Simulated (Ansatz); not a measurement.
The parent structure is AlRu in the CsCl type structure (space group Pm-3m, No. 221; a = 2.983 Å; relaxed with 0.1 eV smearing).

Method: DFT with r2SCAN, PAW potentials and a 500 eV plane-wave cutoff in Ansatz (a quantum-chemistry and plane-wave program), no SOC.

Base values:

| Property | Result |
|---|---|
| Pressure | 0.0 GPa |

The change: every lattice vector is stretched by 2.00 %; the atoms relax in the strained cell.

Question: What does the calculation give for the pressure and energy relative to the base after the change?

Answer: The pressure goes from zero to -11.5 GPa; the energy rises by 31 meV/atom.

Stability against distortions was not tested. All final runs are without spin polarisation.
